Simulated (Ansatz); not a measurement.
We consider fluorite HfO₂ (high-temperature phase), described by RPBE (PAW; Ansatz, a quantum-chemistry and plane-wave program).

Numerical settings: plane-wave cutoff 520 eV, 8×8×8 k mesh, perturbation theory, scalar-relativistic PAW data made under PBE.

Computed at the level's own relaxed cell.

Harmonic phonon frequencies (cm⁻¹; i marks an imaginary mode; at Γ without the LO shift):

```
q point                          frequencies
-------  -----------------------------------
Γ              0 0 0 201 201 201 552 552 552
X         235i 82 82 245 271 271 536 536 665
U        141i 80 138 195 304 336 510 549 644
L          76 76 175 377 377 480 486 486 563
W        110i 85 174 174 196 438 438 579 638
```

Imaginary modes appear, so the structure is dynamically unstable at this level.

Note: symmetry holds this phase in the static calculation, where it need not be a minimum; the run finds an imaginary mode (235i cm⁻¹), so the cell is a saddle point at this level.
